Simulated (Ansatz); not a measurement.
Base system: CdTe in the zinc blende structure (space group F-43m, No. 216; a = 6.489 Å).

Modification: a hydrostatic pressure of 0.7 GPa.

Levels (all Ansatz, a first-principles code, PAW): PBEsol (420 eV, no spin-orbit coupling); r2SCAN (500 eV, no spin-orbit coupling); HSE06 (420 eV, no spin-orbit coupling).

One geometry, relaxed with PBEsol, under each level:

Notes on the quantities. hole mass: degenerate bands, along [100].

```json
[
 {"level": "PBEsol", "band gap": "0.70 eV", "lowest conduction level above the VBM at special points": "Γ 0.70 eV; L 1.75 eV; X 2.47 eV; U 2.81 eV", "electron mass": "0.058 mₑ (at Γ)", "hole mass": "0.059, 0.50, 0.50 mₑ (at Γ)", "pressure": "0.70 GPa"},
 {"level": "r2SCAN", "band gap": "1.32 eV", "lowest conduction level above the VBM at special points": "Γ 1.32 eV; L 2.26 eV; X 2.87 eV; U 3.23 eV", "electron mass": "0.096 mₑ (at Γ)", "hole mass": "0.099, 0.51, 0.51 mₑ (at Γ)", "pressure": "2.15 GPa"},
 {"level": "HSE06", "band gap": "1.68 eV", "lowest conduction level above the VBM at special points": "Γ 1.68 eV; L 2.66 eV; X 3.25 eV", "electron mass": "–", "hole mass": "–", "pressure": "–"}
]
```

Single points use the geometry relaxed with PBEsol. Their cutoffs differ, which shifts pressures a little. With Te present, leaving out spin-orbit coupling can change the band edges. Load acts through the strain it causes; cell and atoms are relaxed under it. Masses are band curvatures over ±0.01 Å⁻¹ around the edge. Whether these cells are dynamically stable was not tested.
